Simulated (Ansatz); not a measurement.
OH on the 1x1 (100) surface of fcc Cu, one in a 1x1 cell, energies for each (6.6 Å²). Energies are against H2O(g) − ½ H2(g), without zero-point or thermal terms; each row is named by its start.

Computed with PBE (plane waves to 420 eV, PAW; Ansatz, an electronic-structure program).

Slab: 6 atoms, 5.3 Å thick at the start under the adsorbate (thin: gaps and levels are the slab's own); k 12x12x1, smearing 0.1 eV, dipole-corrected; 2 atoms held, the rest relaxed; each run with such symmetry as its start has; spin-polarised, no spin-orbit, no U, no dispersion correction.

A negative adsorption energy means that the adsorbate is more stable on the surface than in its reference. Starts that drift may end in the same place. Heights count from the host atoms within 0.3 Å of the top one.

| starting site | E_ads (eV) | height (Å) | nearest host atom (Å) | bonded to | Δ work function (eV) | lateral drift (Å) | moment (μB) |
|---|---|---|---|---|---|---|---|
| top Cu | [?] | 1.86 | Cu 1.86 | Cu | [?] | 0.0 | 0.3 |
| hollow Cu-Cu-Cu-Cu over Cu at depth 1.8 Å | 0.54 | 1.49 | Cu 1.96 | 2 Cu | 0.89 | 1.2 | 0.0 |
| bridge Cu-Cu (span 2.6 Å) | 0.54 | 1.49 | Cu 1.96 | 2 Cu | 0.90 | 0.0 | 0.0 |

What belongs in the gaps?


- top Cu, E_ads (eV): 0.93
- top Cu, Δ work function (eV): 1.79
